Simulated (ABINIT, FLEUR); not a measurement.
A FLEUR input for a self-consistent single point of MoS2 (P6_3/mmc, 6 atoms in the cell) (DFT, PBE, all-electron FLAPW (FLEUR), scalar-relativistic valence):

Input of the input generator:

```
MoS2
&input film=f /
1.0000000000 -0.0000000180 0.0000000000
-0.4999999844 0.8660254128 0.0000000000
0.0000000000 0.0000000000 4.1370835314
6.0665428945
1.0 1.0 1.0

6
42 0.0000000000 0.0000000000 0.2500000000
42 0.0000000000 0.0000000000 0.7500000000
16 0.3333333333 0.6666666667 0.3677400000
16 0.6666666667 0.3333333333 0.6322600000
16 0.6666666667 0.3333333333 0.8677400000
16 0.3333333333 0.6666666667 0.1322600000

&comp jspins=1 /
&kpt div1=6 div2=6 div3=2 gamma=t /
&end /
```

```xml
<?xml version="1.0" encoding="UTF-8" standalone="no"?>
<fleurInput fleurInputVersion="0.39">
   <comment>
      MoS2                                                                                                
   </comment>
   <calculationSetup>
      <cutoffs Kmax="3.9" Gmax="15.6" GmaxXC="15.6" numbands="0"/>
      <scfLoop itmax="60" minDistance="0.00001" maxIterBroyd="40" imix="Anderson" alpha="0.05" precondParam="0.0" spinf="2.0"/>
      <coreElectrons ctail="T" frcor="F" kcrel="0" coretail_lmax="0"/>
      <xcFunctional name="pbe" relativisticCorrections="F"/>
      <magnetism jspins="1"/>
      <soc l_soc="F" theta="0.0" phi="0.0" spav="F"/>
      <expertModes spex="0" secvar="F"/>
      <geometryOptimization l_f="T" forcealpha="1.0" forcemix="BFGS" epsdisp="0.00001" epsforce="0.00001"/>
      <ldaU l_linMix="F" mixParam="0.05" spinf="1.0"/>
   </calculationSetup>
   <cell>
      <bzIntegration valenceElectrons="52.0" mode="hist" fermiSmearingEnergy="0.0001">
         <kPointListSelection listName="default-1"/>
         <!-- k-points included here -->
         <xi:include xmlns:xi="http://www.w3.org/2001/XInclude" href="kpts.xml"> </xi:include>
      </bzIntegration>
      <!-- symmetry operations included here -->
      <xi:include xmlns:xi="http://www.w3.org/2001/XInclude" href="sym.xml"> </xi:include>
      <bulkLattice scale="1.0">
         <bravaisMatrix>
            <row-1>    6.0665428945000004    -0.0000001091977721     0.0000000000000000</row-1>
            <row-2>   -3.0332713526119308     5.2537803144782700     0.0000000000000000</row-2>
            <row-3>    0.0000000000000000     0.0000000000000000    25.0977947013676399</row-3>
         </bravaisMatrix>
      </bulkLattice>
   </cell>
   <atomSpecies>
      <species name="Molybdenum (Mo)" element="Mo" atomicNumber="42">
         <mtSphere radius="2.59" gridPoints="893" logIncrement="0.014"/>
         <atomicCutoffs lmax="10" lnonsphr="8"/>
         <electronConfig flipSpins="F">
            <coreConfig>(1s1/2) (2s1/2) (2p1/2) (2p3/2) (3s1/2) (3p1/2) (3p3/2) (3d3/2) (3d5/2)</coreConfig>
            <valenceConfig>(4s1/2) (4p1/2) (4p3/2) (5s1/2) (4d3/2) (4d5/2)</valenceConfig>
            <stateOccupation state="(5s1/2)" spinUp="0.5" spinDown="0.5"/>
            <stateOccupation state="(4d3/2)" spinUp="1.0" spinDown="1.0"/>
            <stateOccupation state="(4d5/2)" spinUp="1.5" spinDown="1.5"/>
         </electronConfig>
         <energyParameters s="5" p="5" d="4" f="4"/>
         <lo type="SCLO" l="0" n="4" eDeriv="0"/>
         <lo type="SCLO" l="1" n="4" eDeriv="0"/>
      </species>
      <species name="Sulfur (S)" element="S" atomicNumber="16">
         <mtSphere radius="1.68" gridPoints="583" logIncrement="0.02"/>
         <atomicCutoffs lmax="6" lnonsphr="4"/>
         <electronConfig flipSpins="F">
            <coreConfig>(1s1/2) (2s1/2) (2p1/2) (2p3/2)</coreConfig>
            <valenceConfig>(3s1/2) (3p1/2) (3p3/2)</valenceConfig>
            <stateOccupation state="(3p1/2)" spinUp="0.6666666666667" spinDown="0.6666666666667"/>
            <stateOccupation state="(3p3/2)" spinUp="1.3333333333333" spinDown="1.3333333333333"/>
         </electronConfig>
         <energyParameters s="3" p="3" d="3" f="4"/>
      </species>
   </atomSpecies>
   <atomGroups>
      <atomGroup species="Molybdenum (Mo)">
         <relPos label="                   1">.0000000000 .0000000000 1.000/4.000</relPos>
         <relPos label="                   2">.0000000000 .0000000000 -1.000/4.000</relPos>
         <force calculate="T" relaxXYZ="TTT"/>
      </atomGroup>
      <atomGroup species="Sulfur (S)">
         <relPos label="                   3">1.000/3.000 -1.000/3.000 .3677400000</relPos>
         <relPos label="                   4">-1.000/3.000 1.000/3.000 -.3677400000</relPos>
         <relPos label="                   5">-1.000/3.000 1.000/3.000 -.1322600000</relPos>
         <relPos label="                   6">1.000/3.000 -1.000/3.000 .1322600000</relPos>
         <force calculate="T" relaxXYZ="TTT"/>
      </atomGroup>
   </atomGroups>
   <output dos="F" band="F" slice="F">
      <checks vchk="F" cdinf="F"/>
      <bandDOS minEnergy="-.5*Htr" maxEnergy="0.5*Htr" sigma="0.015" storeEVData="T"/>
      <vacuumDOS vacdos="F" integ="F" star="F" nstars="0" locx1="0.0" locy1="0.0" locx2="0.0" locy2="0.0" nstm="0" tworkf="0.0"/>
      <unfoldingBand unfoldBand="F" supercellX="1" supercellY="1" supercellZ="1"/>
      <plotting iplot="0" polar="F">
         <plot TwoD="T" vec1="  1.0  0.0  0.0" vec2="  0.0  1.0  0.0" vec3="  0.0  0.0  1.0" zero="  0.0  0.0  0.0" file="plot"/>
      </plotting>
      <chargeDensitySlicing numkpt="0" minEigenval="0.0" maxEigenval="0.0" nnne="0" pallst="F"/>
      <specialOutput eonly="F"/>
      <magneticCircularDichroism mcd="F" energyLo="-10.0" energyUp="0.0"/>
   </output>
  <!-- We include the file relax.xml here to enable relaxations (see documentation) -->
  <xi:include xmlns:xi="http://www.w3.org/2001/XInclude" href="relax.xml"> <xi:fallback/> </xi:include>
</fleurInput>
```

Task: Translate this input to ABINIT.

Result: This is the input that was run; spellings and numerical settings could be chosen otherwise.

```
# MoS2, JTH v2.0 PBE PAW
pp_dirpath "./"
pseudos "Mo.GGA_PBE-JTH.xml, S.GGA_PBE-JTH.xml"
acell 3*1.0 Angstrom
rprim
         3.2102762487   -0.0000000577    0.0000000000
        -1.6051380744    2.7801808134    0.0000000000
         0.0000000000    0.0000000000   13.2811810000
natom 6
ntypat 2
znucl 42 16
typat 1 1 2 2 2 2
xred
         0.0000000000    0.0000000000    0.2500000000
         0.0000000000    0.0000000000    0.7500000000
         0.3333333333    0.6666666667    0.3677400000
         0.6666666667    0.3333333333    0.6322600000
         0.6666666667    0.3333333333    0.8677400000
         0.3333333333    0.6666666667    0.1322600000
ecut 42 Ry
pawecutdg 84 Ry
pawxcdev 0
ixc 11
occopt 1
nband 29
kptopt 1
ngkpt 6 6 2
nshiftk 1
shiftk 0 0 0
nstep 100
toldfe 1.0e-09
prtwf 0
prtden 0
enunit 1
```

Basis, cutoffs, solver keys and any potentials are the target program's own. This input uses DFT, PBE, plane waves, PAW (JTH v2.0 PBE PAW).

The starting cell comes from a database of computed structures (which also holds hypothetical and non-ambient phases and stackings), without a prior relaxation at this level. Its lattice was rescaled by a random factor within 2.5 % of one.
